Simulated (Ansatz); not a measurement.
# Point defect P on the B site (broken-bond start) in zinc-blende BP

The numbers are results of PBE, PAW (plane waves to 420 eV; Ansatz, a program for electronic structure), not measurements. A 2×2×2 supercell of 64 sites was used; the energies come from a 2×2×2 shifted sampling of its zone. Sites at the start: the B site; started 0.95 Å off site, one bond broken. Finite-size correction: monopole term and site-potential alignment. Dielectric constants: PBE linear response of the host. Host gap at this level: 1.25 eV. A cell of this size leaves errors of a few tenths of an eV. PBE underestimates the host's gap, which shifts levels and can delocalise carriers. Spin–orbit coupling is left out. Each state is the lowest found from its start.

Formation energies E_f are given with the Fermi level at the valence-band maximum. Chemical conditions: B-rich (Δμ(B) = -0.24 eV, Δμ(P) = -0.61 eV, bounded by B12P2 (R-3m), B6P (R-3m); only phases computed here count, gases as isolated molecules at 0 K); P-rich (Δμ(B) = -0.86 eV, Δμ(P) = 0.00 eV; only phases computed here count, gases as isolated molecules at 0 K). Reference phases: B: alpha boron, P: black phosphorus.

| charge | moment (μB) | largest move off a lattice site (Å) | image correction with alignment (eV) | E_f, B-rich (eV) | E_f, P-rich (eV) | above the lowest spin state (eV) |
|---|---|---|---|---|---|---|
| +1† | 1.0 | 0.22 | 0.40 | – | – | 0.00 |
| 0† | not spin-polarised | 0.25 | 0.00 | 4.00 | 2.77 | 0.00 |
| 0† | 0.0 | 0.25 | 0.00 | 4.00 | 2.77 | 0.00 |
| −1* | fractional | 0.25 | – | – | – | 0.00 |

* At this level the carrier isn't localised at the defect: at charge −1 electrons occupy the conduction band. Such a state is shallow or no state of the defect, and this cell gives it no level.

† Not settled in this cell, so no level is given: charge +1: carriers not clearly localised; charge 0: carriers not clearly localised.

Starting moments that weren't kept: charge 0 began with 2 μB and ended with 0.0.

No other site or start that was run ended lower by more than 0.1 eV.

Flagged in the runs: a doubtful potential alignment.
